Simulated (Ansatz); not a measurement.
Consider BeS in the zinc blende structure (space group F-43m, No. 216; a = 4.8686 Å).

The values are results of r2SCAN (Ansatz, a program for electronic structure; PAW; 500 eV plane waves; no SOC), not measurements.

One change was made to it. Results:

```csv
quantity,base,after
band gap,3.59 eV,3.57 eV
electron mass,"0.79 mₑ along k, 0.29 mₑ across (at X)","0.79 mₑ along k, 0.28 mₑ across (at X)"
"hole mass (degenerate bands, along [100])","0.34, 0.57, 0.57 mₑ (at Γ)","0.34, 0.56, 0.56 mₑ (at Γ)"
width of the top valence band,3.35 eV,3.40 eV
shortest interatomic distance,2.108 Å,2.102 Å
```

Name the change that was made.
(A) pressure 0.9 GPa
(B) pressure −2 GPa
(C) pressure 22.5 GPa
(D) pressure 2.1 GPa
(E) pressure 15 GPa

A, pressure 0.9 GPa. For comparison, the electron mass in the other runs: pressure −2 GPa gives 0.80 mₑ along k, 0.29 mₑ across (at X); pressure 15 GPa gives 0.76 mₑ along k, 0.27 mₑ across (at X); pressure 2.1 GPa gives 0.78 mₑ along k, 0.28 mₑ across (at X); pressure 22.5 GPa gives 0.75 mₑ along k, 0.26 mₑ across (at X).

Load acts through the strain it causes; cell and atoms are relaxed under it. Masses are band curvatures over ±0.01 Å⁻¹ around the edge. Along k means along the line from Γ to the band edge. Stability against distortions was not tested. Competing high-pressure phases were not computed.
